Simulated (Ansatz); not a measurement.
Ansatz (a program for electronic structure) run on Nb3Al (Pm-3n, 8 atoms in the cell): self-consistent single point.

Method: PBEsol, PAW files at level accurate made with PBE (plane waves; Ansatz).

```
Nb3Al
1.0
    5.20732     0.00000     0.00000
    0.00000     5.20732     0.00000
    0.00000     0.00000     5.20732
Al Nb
2 6
Direct
  0.00000   0.00000   0.00000
  0.50000   0.50000   0.50000
  0.25000   0.00000   0.50000
  0.75000   0.00000   0.50000
  0.50000   0.75000   0.00000
  0.50000   0.25000   0.00000
  0.00000   0.50000   0.75000
  0.00000   0.50000   0.25000
```

Reference input (self-consistent single point, DFT, PBEsol, plane waves, default PAW files made with PBE): kpoints.mp_grid.grid = 7 7 7; hamiltonian.xc = pbesol; hamiltonian.pseudopotentials = {kind: paw} (the program's default PAW files); scf.occupations.method = fermi_dirac; scf.occupations.width = 0.0073 Ry. This run's input differs from it in these lines:

Ansatz 0.2 input:
```diff
@@ -18,3 +18,3 @@
   xc: pbesol
-  pseudopotentials: { kind: paw }
+  pseudopotentials: { kind: paw, level: accurate }
 scf:
```

The program printed (abridged):

```
SCF iter   1: F=—  HF=-31866.985583 eV  |F-HF|=—  |Δ(HF+E_count)|=         —  Δρ=7.78e-2  dr2=1.07e1  ethr=3.10e-3  ⟨swp⟩=6.5  Hψ=4655  notcnv=0
all-band conjugate gradients solve this SCF's bands
preconditioner: auto → Kerker (q_TF=auto, 2.576 Å⁻¹)
SCF iter   2: F=—  HF=-31864.157426 eV  |F-HF|=—  |Δ(HF+E_count)|=    2.83e0  Δρ=4.21e-2  dr2=2.77e0  ethr=3.10e-3  ⟨swp⟩=4.1  Hψ=2588  notcnv=0  defer=8
   [... lines left out ...]
SCF iter   5: F=—  HF=-31863.271750 eV  |F-HF|=—  |Δ(HF+E_count)|=   7.31e-4  Δρ=4.01e-4  dr2=1.55e-4  ethr=2.16e-6  ⟨swp⟩=2.0  Hψ=2224  notcnv=0  defer=4
SCF iter   6: F=—  HF=-31863.271681 eV  |F-HF|=—  |Δ(HF+E_count)|=   6.90e-5  Δρ=7.91e-5  dr2=1.11e-5  ethr=1.55e-7  ⟨swp⟩=2.0  Hψ=2222  notcnv=0  defer=4
SCF iter   7: F=—  HF=-31863.271367 eV  |F-HF|=—  |Δ(HF+E_count)|=   3.14e-4  Δρ=1.98e-5  dr2=5.33e-7  ethr=1.11e-8  ⟨swp⟩=3.0  Hψ=2323  notcnv=0  defer=4
SCF iter   8: F=-31863.271367 eV  HF=-31863.271367 eV  |F-HF|=3.33e-9  |Δ(HF+E_count)|=   1.32e-7  Δρ=2.64e-6  dr2=8.62e-9  ethr=1.00e-10  ⟨swp⟩=9.8  Hψ=5675  notcnv=0
SCF 1 converged in 8 iterations: F = -31863.271367 eV  dr2 = 8.62e-9
Free energy (F): -31863.271367 eV
Internal energy: -31862.885964 eV  (E = F + TS)
E sigma→0 (E₀):  -31863.078665 eV
Entropy (-TS):   -0.385403 eV (-48.175 meV/atom)
Fermi energy:    15.771606 eV
--- Forces (eV/Å), atoms counted from 1 ---
  atom   1  Al     0.00000000     0.00000000    -0.00000000
   [... zero for the other atoms too ...]
--- Stress (GPa, compression-positive) ---
       -5.552037       0.000000       0.000000
        0.000000      -5.552037       0.000000
        0.000000       0.000000      -5.552037
  P = ⅓ Tr σ = -5.5520 GPa (-55.520 kbar)
  The stress holds the Pulay correction. Without it, at fixed plane waves, as pw.x and ABINIT print it: P = -5.5537 GPa
```

The run converged in 8 iterations. Against the reference run the pressure hardly changes (-5.53 to -5.55 GPa). The full log also holds: “WARN basis.ecutwfc = 1050 eV, the default”.

The starting cell comes from a database of computed structures (which also holds hypothetical and non-ambient phases and stackings), without a prior relaxation at this level. Spin polarisation is off. With a pressure of about -6 GPa the cell is away from its equilibrium volume at this level. Ansatz's pressure includes its estimate of the finite-basis (Pulay) stress.
